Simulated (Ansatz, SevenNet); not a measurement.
# Sb₂Se₃ (model structure, started from the A-La2O3 type, P-3m1, No. 164, 5 atoms in the cell): properties by level of theory

```json
[
 {"level (code)": "SevenNet-0", "lattice constant a (Å)": "4.096", "lattice parameter c (Å)": "9.968"},
 {"level (code)": "SevenNet-l3i5", "lattice constant a (Å)": "4.086", "lattice parameter c (Å)": "[?]"},
 {"level (code)": "PBE (Ansatz)", "lattice constant a (Å)": "[?]", "lattice parameter c (Å)": "10.552"}
]
```

**Question.** Complete the blanks.

**Answer.** 
- SevenNet-l3i5, lattice parameter c (Å): 10.509
- PBE (Ansatz, a first-principles code), lattice constant a (Å): 4.070

Ansatz's density-functional and Hartree–Fock values are scalar-relativistic unless marked +SOC, with PAW data made under PBE.

The computed numbers hold no vibrational or temperature effects.

A model structure was made by putting elements into a prototype or built by hand; it is no filed structure, need not be a known phase, and can be a saddle point held by its symmetry.
